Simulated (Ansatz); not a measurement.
SiC: energy against volume

SiC (wurtzite, P6_3mc, 10.340 Å³/atom and stress up to 0.01 GPa in the relaxed cell, c along z) under hydrostatic pressure, with the cell free. PBEsol in Ansatz, a plane-wave DFT program (PAW, default set), 420 eV, 12×12×7 Γ-centred mesh, Fermi-Dirac smearing 0.05 eV; ions are relaxed, or left where forces stay under 0.02 eV/Å, within the symmetry of each cell.

Here V stands for volume and E for E less E0.

| volume (Å³/atom) | E less E0 (meV/atom) | pressure (GPa) |
|---|---|---|
| 10.4343 | 0.58 | -1.98 |
| 10.3871 | 0.15 | -1.00 |
| 10.3403 | 0.00 | 0.00 |
| 10.2991 | 0.12 | 0.89 |
| 10.2452 | 0.62 | 2.09 |
| 10.1405 | 2.76 | 4.50 |
| 9.9583 | 10.41 | 9.00 |
| 9.7375 | 26.88 | 15.00 |
| 9.4906 | ? | ? |

Problem. Fit E against V with the third-order Birch-Murnaghan form, a cubic in V^(-2/3), and predict the withheld value at V = 9.4906.

Solution. With u = V^(-2/3) - 0.2128, the rows have u = -0.0033770, -0.0027430, -0.0021097, -0.0015482, -0.0008079, 0.0006488, 0.0032445, 0.0064982. Least squares gives E = 1.619 + 1532.1·u + 362688·u² - 36095·u³. Residuals (row less fit): -0.003, 0.004, -0.001, 0.004, 0.002, -0.006, 0.003, 0.000; standard error 0.005 (degrees of freedom: 4). Its minimum lies at u = -0.0021115, so V0 = (0.2106885)^(-3/2) = 10.34. There d²E/du² = 725800 and d³E/du³ = -216600, so B0 = (4/9) × 10.34^(-7/3) × 725800 × 0.160218 = 222 GPa (the last factor turns the table's units into GPa), and B0' = 4 + (2/3) × 0.2106885 × (-216600)/725800 = 4.0. B0' rests on the cubic coefficient alone and has a standard error of 0.1 from these residuals. At the withheld row, u = 0.0102853, so E = 1.619 + 1532.1 × 0.0102853 + 362688 × 0.0102853² - 36095 × 0.0102853³ = 55.706 meV/atom. The calculation gives 55.66 meV/atom, 0.046 meV/atom below the prediction (0.1 % of the range of E in the table). The row lies outside the fitted rows, so this is an extrapolation. The scatter of the fitted rows lies at the last printed digit.

Other structures, which can take over under pressure, weren't tried. The same form fitted to the pressure column gives B0' = 3.9; series where the two differ by over 0.4 aren't shown. SiC is here the rare 2H polytype. Rows are the converged runs of the series near zero and its far end, less any whose ions stayed unrelaxed beside relaxed ones; series whose fitted rows scatter by over a few per cent of the range, as at a crossing or softening among them, aren't shown in this form.
